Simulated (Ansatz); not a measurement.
**Effect of isotropic strain +0.50 % on InSb**

The reference is InSb in the zinc blende structure (space group F-43m, No. 216; a = 6.5561 Å).

Now apply this change: an isotropic linear strain of +0.50 %; the atoms relax in the strained cell.

Method: r2SCAN (Ansatz, a quantum-chemistry and plane-wave program; PAW; 500 eV plane waves; no SOC). Γ-centred 12×12×12 mesh, Fermi–Dirac width 0.05 eV.

```json
[
 {"quantity": "volume per atom", "base": "35.23 Å³", "changed": "35.76 Å³", "shift": "+0.53 Å³"},
 {"quantity": "space group", "base": "F-43m (No. 216)", "changed": "F-43m (No. 216)", "shift": "–"},
 {"quantity": "shortest interatomic distance", "base": "2.839 Å", "changed": "2.853 Å", "shift": "+0.014 Å"},
 {"quantity": "energy relative to the base (free energy F)", "base": "0 meV/atom", "changed": "+1.0 meV/atom", "shift": "+1.0 meV/atom"},
 {"quantity": "pressure", "base": "0.0 GPa", "changed": "-0.6 GPa", "shift": "-0.6 GPa"},
 {"quantity": "band gap", "base": "zero", "changed": "zero", "shift": "–"}
]
```

Final structure:

```
CELL_PARAMETERS angstrom
      0.00000     3.29446     3.29446
      3.29446     0.00000     3.29446
      3.29446     3.29446     0.00000
ATOMIC_POSITIONS crystal
  In 0.00000 0.00000 0.00000
  Sb 0.25000 0.25000 0.25000
```

Spin-orbit coupling, missing from the scalar runs, can matter with Sb. No phonon test of stability was made. The final runs are not spin-polarised. Gaps under 0.05 eV, about the width of the smearing, are given as zero. A zero or small gap of InSb can be the functional's error rather than a property of the material.
